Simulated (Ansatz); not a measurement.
The parent structure is Hf in the hcp (Mg type) structure (space group P6_3/mmc, No. 194; a = 3.1590 Å, c = 4.9998 Å).

Level of theory: PBEsol (Ansatz, a program for electronic structure, PAW, no spin-orbit coupling), earlier PAW set.

One change was made to it. Results:

The c/a ratio increases by 0.024 to 1.607; the volume per atom increases by 0.87 Å³ to 22.47 Å³; the band gap remains zero.

**Question.** Which of these changes matches the shifts?
(A) Hf → Sc
(B) Hf → Zr
(C) Hf → Lu

**Answer.** B, Hf → Zr. For comparison, the volume per atom in the other runs: Hf → Sc gives 23.65 Å³; Hf → Lu gives 27.49 Å³.

Whether these cells are dynamically stable was not tested. All final runs are without spin polarisation.
